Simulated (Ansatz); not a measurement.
## Thickness series in Re

Take Re in the hcp (Mg type) structure (space group P6_3/mmc, No. 194; a = 2.7577 Å, c = 4.4625 Å) as the base. Axes: x lies along a and z along c of the hexagonal cell.

Free-standing slabs (1 atom(s) a layer) normal to the z axis with 15 Å of vacuum; in-plane cell held at bulk.

Level of theory: Kohn–Sham DFT with the r2SCAN functional, run in Ansatz (a quantum-chemistry and plane-wave program) with PAW and 500 eV plane waves, without spin-orbit coupling, earlier PAW set.

Notes on the quantities. excess energy per area of both faces: slab less bulk energy over the cell's area: twice a surface energy; uncertain by up to 0.2 J/m²; layer's space group: with vacuum.

```tsv
change	excess energy per area of both faces	shortest interatomic distance	layer's space group
base	–	2.741 Å	–
1 layer	–	2.758 Å	P6/mmm (No. 191)
2 layers	5.49 J/m²	2.577 Å	P-3m1 (No. 164)
3 layers	6.1 J/m²	2.682 Å	P-6m2 (No. 187)
4 layers	5.4 J/m²	2.622 Å	P-3m1 (No. 164)
5 layers	5.7 J/m²	2.649 Å	P-6m2 (No. 187)
6 layers	5.5 J/m²	2.623 Å	P-3m1 (No. 164)
7 layers	5.7 J/m²	2.635 Å	P-6m2 (No. 187)
```

The excess energy carries the mismatch between the slab's and the bulk's meshes. Whether these cells are dynamically stable was not tested. All final runs are without spin polarisation.
